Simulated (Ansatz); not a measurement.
Band structure of Hf₄AlSi (I422, 6 atoms in the cell).

```
CELL_PARAMETERS angstrom
     -3.32953     3.32953     2.60735
      3.32953    -3.32953     2.60735
      3.32953     3.32953    -2.60735
ATOMIC_POSITIONS crystal
  Hf 0.40414 0.90414 0.80828
  Hf 0.90414 0.09586 0.50000
  Hf 0.09586 0.59586 0.19172
  Hf 0.59586 0.40414 0.50000
  Al 0.50000 0.50000 0.00000
  Si 0.00000 0.00000 0.00000
```

Level of theory: PBEsol, PAW files made with PBE (plane waves; Ansatz, an electronic-structure program).

Settings: kpoints.mp_grid.grid = 6 6 6; hamiltonian.xc = pbesol; hamiltonian.pseudopotentials = {kind: paw} (the program's default PAW files); scf.occupations.method = gaussian; scf.occupations.width = 0.1 eV; kpoints.band_path.npoints = 8.

The starting cell comes from a database of computed structures (which also holds hypothetical and non-ambient phases and stackings), without a prior relaxation at this level. Spin-orbit coupling is off.

Levels in eV from the Fermi level, bands 52 to 59:
```tsv
point	52	53	54	55	56	57	58	59
Γ	-1.07	-0.84	-0.75	-0.64	-0.64	1.90	2.24	2.38
X	-1.43	-1.22	-0.72	-0.10	-0.09	1.51	1.52	1.82
M	-1.25	-0.50	-0.35	0.07	0.48	0.74	0.74	1.54
Z	-1.10	-0.61	-0.20	0.05	0.87	0.91	0.98	1.06
P	-0.78	-0.54	-0.40	-0.40	-0.37	0.55	0.55	2.61
N	-0.56	-0.46	-0.40	-0.11	0.10	0.44	0.53	2.19
Z1	-1.10	-0.61	-0.20	0.05	0.87	0.91	0.98	1.06
```

Bands cross the Fermi level along this path, so the cell is metallic at this level.

Keys are those of Ansatz 0.2.
